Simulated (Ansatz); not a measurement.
# A computed series for hypothetical Fddd MoSi2: response to strain

Base system: MoSi2 (space group Fddd, No. 70; a hypothetical phase, not in the database extracts checked).

```xyz
6
Lattice="0.0000 4.0284 4.3811 2.3037 0.0000 4.3811 2.3037 4.0284 0.0000" Properties=species:S:1:pos:R:3 pbc="T T T"
Si     2.3037     5.3448     4.3811
Si     2.3037     2.7119     4.3811
Si     3.4555     4.7261     6.5716
Si     3.4555     7.3590     6.5716
Mo     0.0000     0.0000     0.0000
Mo     1.1518     2.0142     2.1905
```

Cartesian axes are those of the cell as printed.

Strains are applied to the cell and any free atomic positions relax; under biaxial strain the out-of-plane vector relaxes too; under stress the whole cell relaxes.

All numbers come from PBE in Ansatz (plane waves to 420 eV, PAW, scalar-relativistic without spin-orbit coupling).

Notes on the quantities. energy relative to the base: free energy F; pressure: mean of the normal stresses, compression positive.

```json
[
 {"change": "base", "energy relative to the base": "0 meV/atom", "pressure": "0.0 GPa", "shortest interatomic distance": "4.821 bohr", "space group": "Fddd (No. 70)"},
 {"change": "biaxial strain −3.05 %, plane normal [001], relaxed out of plane", "energy relative to the base": "+24 meV/atom", "pressure": "6.8 GPa", "shortest interatomic distance": "4.875 bohr", "space group": "Fddd (No. 70)"},
 {"change": "isotropic strain −3.62 %", "energy relative to the base": "+116 meV/atom", "pressure": "28.9 GPa", "shortest interatomic distance": "4.650 bohr", "space group": "Fddd (No. 70)"},
 {"change": "isotropic strain −1.92 %", "energy relative to the base": "+31 meV/atom", "pressure": "13.6 GPa", "shortest interatomic distance": "4.730 bohr", "space group": "Fddd (No. 70)"},
 {"change": "isotropic strain +1.32 %", "energy relative to the base": "+13 meV/atom", "pressure": "-7.4 GPa", "shortest interatomic distance": "4.883 bohr", "space group": "Fddd (No. 70)"},
 {"change": "uniaxial strain ε_zz = −1.12 %", "energy relative to the base": "+1.8 meV/atom", "pressure": "2.6 GPa", "shortest interatomic distance": "4.780 bohr", "space group": "Fddd (No. 70)"},
 {"change": "tensor shear ε_xz = −0.97 %", "energy relative to the base": "+2.4 meV/atom", "pressure": "0.1 GPa", "shortest interatomic distance": "4.797 bohr", "space group": "C2/c (No. 15)"},
 {"change": "uniaxial stress, 8 GPa tension along x", "energy relative to the base": "+7.8 meV/atom", "pressure": "–", "shortest interatomic distance": "4.812 bohr", "space group": "Fddd (No. 70)"},
 {"change": "tensor shear ε_xz = +1.91 %", "energy relative to the base": "+9.1 meV/atom", "pressure": "0.3 GPa", "shortest interatomic distance": "4.775 bohr", "space group": "C2/c (No. 15)"},
 {"change": "tensor shear ε_xz = −3.87 %", "energy relative to the base": "+37 meV/atom", "pressure": "1.0 GPa", "shortest interatomic distance": "4.732 bohr", "space group": "C2/c (No. 15)"}
]
```

Without a gap, meshes like the base's 13×13×13 leave anisotropic stresses uncertain by several tenths of a GPa, and small strain energies with them. Stability under load was not tested beyond the relaxation. All final runs are without spin polarisation.

Ansatz is a first-principles code.
